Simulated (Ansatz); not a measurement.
GaS (R-3m, No. 166, 4 atoms in the cell; start mp-9889; a measured phase of this formula has another space group): band gap by level of theory

No measured value is used here.

```
level (code)                                      value (eV)  cell (Å³/atom)
-------------------------------------------  ---------------  --------------
LDA (Ansatz)                                            1.40           20.63
PBEsol+SOC (Ansatz)                            1.38 (direct)           21.59
dielectric-dependent PBEsol hybrid (Ansatz)    2.33 (direct)           21.59
HSE06+SOC (Ansatz)                           2.32 (indirect)           21.59
PBE0 (Ansatz)                                3.01 (indirect)           21.59
```

Computed values are for a static lattice. Spin–orbit coupling is included only where a level's name says +SOC; with heavier elements it mostly lowers gaps and can invert bands.  LDA: the gap is read on the k mesh or supercell of the run alone and can be too large. LDA: the relaxation could not lower the start's symmetry, so the cell can be a saddle point above a distorted one. Values are at the PBE-D3(BJ) cell; LDA at the level's own equilibrium cell. Cutoffs and k meshes differ between the levels. Ansatz's density-functional and Hartree–Fock values are scalar-relativistic unless marked +SOC, with PAW data made under PBE.

A start named mp-… is a Materials Project structure, which need not be a measured phase.

Ansatz is a program for electronic structure.
